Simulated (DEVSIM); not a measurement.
System: abrupt Si n-p junction, at 400 K.

| layer (left to right) | material | thickness (μm) | Nd (cm⁻³) | Na (cm⁻³) | τn (s) | τp (s) |
|---|---|---|---|---|---|---|
| 1 | Si | 0.260 | 3.4e16 | - | 0.00013 | 0.00013 |
| 2 | Si | 1.40 | - | 8.4e16 | 0.00013 | 0.00013 |

Left contact: ohmic. Right contact: ohmic. Voltage is applied to the left contact. Recombination: SRH at mid-gap, Auger. Mobility is μmin + (μ − μmin)/(1 + (N/Nref)^α).

The device is made up for the run: typed textbook-type constants, with dimensions and the other settings drawn at random. Values at 300 K; Nc and Nv go as T^1.5, mobilities as T to minus their exponent, the gap by Varshni's rule with the affinity fixed.

| parameter | Si |
|---|---|
| gap (eV) | 1.124 |
| affinity (eV) | 4.05 |
| permittivity | 11.7 |
| Nc (cm⁻³) | 2.86e19 |
| Nv (cm⁻³) | 3.1e19 |
| μn (cm²/Vs) | 1417 |
| μp (cm²/Vs) | 470 |
| μn,min | 52 |
| μp,min | 45 |
| Nref,n | 9.7e16 |
| Nref,p | 2.2e17 |
| αn | 0.68 |
| αp | 0.72 |
| T exponent of μn | 2.3 |
| T exponent of μp | 2.2 |
| Cn (cm⁶/s) | 2.8e-31 |
| Cp (cm⁶/s) | 9.9e-32 |
| Varshni α (eV/K) | 0.000473 |
| Varshni β (K) | 636 |

DEVSIM, 1D drift-diffusion, Boltzmann statistics, complete ionisation; no tunnelling, impact ionisation, image-force lowering or self-heating.

The doping Na of layer 2 was swept, all else fixed.

```csv
doping Na of layer 2 (cm^-3),potential step across the device at zero bias (V),largest field in the device at zero bias (V/cm),dark forward voltage at 1 A/cm² (V),dark forward voltage at 100 A/cm² (V)
2.5e15,0.510,19000,0.264,0.449
8.4e15,0.551,32000,0.303,0.477
2.5e16,0.589,48000,0.324,0.495
8.4e16,0.631,?,0.332,0.502
2.5e17,0.668,75000,0.331,0.501
8.4e17,0.710,90000,0.330,0.498
2.5e18,0.748,120000,0.329,0.497
```

Q: What belongs in the gaps?

A: 
- 8.4e16, largest field in the device at zero bias (V/cm): 65000
